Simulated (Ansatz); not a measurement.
Pressure series in LiNbSe2

Consider LiNbSe₂ (space group P6_3/mmc, No. 194; a = 3.5241 Å, c = 13.5561 Å; a cell from a computed database, its experimental status unchecked).

Cell and atoms are relaxed at each pressure.

Method: DFT with r2SCAN, PAW potentials and a 500 eV plane-wave cutoff in Ansatz (a quantum-chemistry and plane-wave program), scalar-relativistic without spin-orbit coupling.

```csv
case,c/a ratio,lattice parameter a,smallest direct gap
base,3.847,352.4 pm,1.42 eV
pressure −2 GPa,3.871,355.3 pm,1.35 eV
pressure −1 GPa,3.858,353.8 pm,1.38 eV
pressure 3 GPa,3.818,348.7 pm,1.51 eV
pressure 7 GPa,3.791,344.6 pm,1.61 eV
pressure 15 GPa,3.757,337.9 pm,1.79 eV
pressure 30 GPa,3.726,328.6 pm,1.85 eV
pressure 50 GPa,3.710,319.5 pm,1.82 eV
pressure 75 GPa,3.705,311.0 pm,1.75 eV
pressure 100 GPa,3.708,304.2 pm,1.67 eV
```

Load acts through the strain it causes; cell and atoms are relaxed under it. Stability against distortions was not tested. Competing high-pressure phases were not computed.
